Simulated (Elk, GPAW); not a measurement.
A GPAW input for a self-consistent single point of Ta₃Ru (Fm-3m, 4 atoms in the cell) (DFT PBEsol, plane waves, GPAW PAW datasets PBEsol (made by gpaw-setup)):

```python
from ase import Atoms
from ase.units import GPa
from gpaw import GPAW, PW, FermiDirac

atoms = Atoms(['Ta', 'Ta', 'Ta', 'Ru'],
              cell=[[0.000000, 3.183251, 3.183251],
                    [3.183251, 0.000000, 3.183251],
                    [3.183251, 3.183251, 0.000000]],
              scaled_positions=[[0.250000, 0.250000, 0.250000],
                                [0.750000, 0.750000, 0.750000],
                                [0.500000, 0.500000, 0.500000],
                                [0.000000, 0.000000, 0.000000]],
              pbc=True)

calc = GPAW(mode=PW(600),
            xc='PBEsol',
            kpts=(9, 9, 9),
            occupations=FermiDirac(0.05),
            nbands=-8,
            convergence={'forces': 0.001},
            symmetry={'symmorphic': False, 'tolerance': 0.0005},
            maxiter=150,
            txt='-')

atoms.calc = calc

energy = atoms.get_potential_energy()
print('Energy (eV):', round(energy, 6))
forces = atoms.get_forces()
print('Forces (eV/Ang):')
print(forces.round(5))
stress = atoms.get_stress()
print('Stress (GPa, Voigt):', (stress / GPa).round(4))
```

**Question.** Write the same calculation as an input for Elk.

**Answer.** One input that does it (others would too):

```
tasks
  0

xctype
  22

tforce
  .true.

rgkmax
  8.0

gmaxvr
  18.0

lmaxapw
  10

lmaxo
  8

nxlo
  2

lorbcnd
  .true.

lradstp
  2

nrmtscf
  2.0

lmaxi
  4

stype
  3

swidth
  0.00183747

avec
    0.0000000000    6.0154725759    6.0154725759
    6.0154725759    0.0000000000    6.0154725759
    6.0154725759    6.0154725759    0.0000000000

sppath
  './'

atoms
  2   : nspecies
  'Ta.in'   : spfname
  3   : natoms; atposl, bfcmt below
  0.2500000000  0.2500000000  0.2500000000    0.0 0.0 0.0
  0.7500000000  0.7500000000  0.7500000000    0.0 0.0 0.0
  0.5000000000  0.5000000000  0.5000000000    0.0 0.0 0.0
  'Ru.in'   : spfname
  1   : natoms; atposl, bfcmt below
  0.0000000000  0.0000000000  0.0000000000    0.0 0.0 0.0

ngridk
  9 9 9
```

Basis settings and potentials, where a program has them, do not carry over. This input uses DFT, PBEsol, all-electron FP-LAPW, Elk's shipped species files, APW+lo basis with extra local orbitals.

The starting cell comes from a database of computed structures (which also holds hypothetical and non-ambient phases and stackings), without a prior relaxation at this level. Its lattice was rescaled by a random factor within 2.5 % of one. For this run, on top of that: lattice scaled by 0.98.
